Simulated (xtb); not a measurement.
xtb 6.7.1, GFN2-xTB: Cd(F)(Cl)(dme) (C[O]1CC[O](C)->[Cd]<-1([F])[Cl]), 19 atoms. The geometry is a generated start, not checked to be a minimum at this level.

| Property | Value |
|---|---|
| method | GFN2-xTB |
| --acc | 1 (default) |
| --etemp (K) | 300 (default) |
| detailed input (--input) | none: ANC optimiser, Lindh (1995) Hessian, microcycle=20, maxdispl=1.0, hlow=0.01 (default) |
| basis functions | 52 |
| valence electrons | 54 |

```xyz
19

Cd    -1.7681    -0.2400    -1.0356
F     -0.2247    -0.1136    -2.2643
Cl    -3.3290     1.3123    -1.5835
C     -0.2145     2.4317    -0.2866
O     -0.4918     1.2430     0.4431
C      0.6847     0.5144     0.7508
C      0.2661    -0.8075     1.4007
O     -0.3816    -1.6956     0.5118
C      0.5128    -2.4420    -0.3043
H     -1.1744     2.9236    -0.4534
H      0.2511     2.1958    -1.2525
H      0.4466     3.0836     0.2982
H      1.2997     1.0882     1.4614
H      1.2642     0.3338    -0.1657
H     -0.4656    -0.5864     2.1845
H      1.1438    -1.2963     1.8419
H      1.0421    -1.8096    -1.0211
H     -0.0960    -3.1620    -0.8506
H      1.2347    -2.9733     0.3252
```

Charge 0 and multiplicity 1 are set for this test and not shown to be the ground state.

The structure is relaxed from this start with --opt LEVEL for the levels crude, sloppy, loose, lax, normal, tight, vtight, extreme, once each. Up to the end of the extreme run atoms move by at most 0.072 Å along an axis.

Choose the cheapest level whose final energy lies within 1 meV of that of extreme.

lax: 4 cycles against 16, ending 0.74 meV above.

| level | cycles | energy above the extreme run (meV) | gradient norm (eV/Å) |
|---|---|---|---|
| crude | 1 | 3.1 | 0.14 |
| sloppy | 1 | 3.1 | 0.14 |
| loose | 1 | 3.1 | 0.14 |
| lax | 4 | 0.74 | 0.038 |
| normal | 7 | 0.12 | 0.018 |
| tight | 9 | 0.045 | 0.0076 |
| vtight | 14 | under 0.01 | 0.0019 |
| extreme | 16 | — | 0.0010 |
